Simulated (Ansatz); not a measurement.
## Ga2PN (model structure, P3m1, No. 156, 4 atoms in the cell)

Computed with r²SCAN in Ansatz (plane waves, PAW).

Numerical settings: plane-wave cutoff 560 eV, 12×12×6 k mesh (along the axes of the cell as run), Fermi–Dirac smearing 0.01 eV, scalar-relativistic PAW data made under PBE.

Cell (relaxed at this level):

Space group P3m1 (No. 156); a = b = 3.5139 Å, c = 5.8352 Å, α = β = 90.00°, γ = 120.00°

```tsv
atom	site	symmetry	x	y	z
Ga	1a	3m.	0.0000	0.0000	0.4676
Ga	1c	3m.	0.6667	0.3333	0.0381
P	1a	3m.	0.0000	0.0000	0.8709
N	1c	3m.	0.6667	0.3333	0.3735
```

```
Quantity                Result
---------------  -------------
band gap         zero (no gap)
bulk modulus B0        116 GPa
```

Note: the bulk modulus is −V dP/dV from two relaxed cells at ±2 % in volume; the relaxation could raise the start's symmetry but not lower it, so the cell can be a saddle point.

Spin–orbit coupling is not included.

The computed numbers hold no vibrational or temperature effects.

A model structure was made by putting elements into a prototype or built by hand; it is no filed structure, need not be a known phase, and can be a saddle point held by its symmetry.

Ansatz is a program for electronic structure.
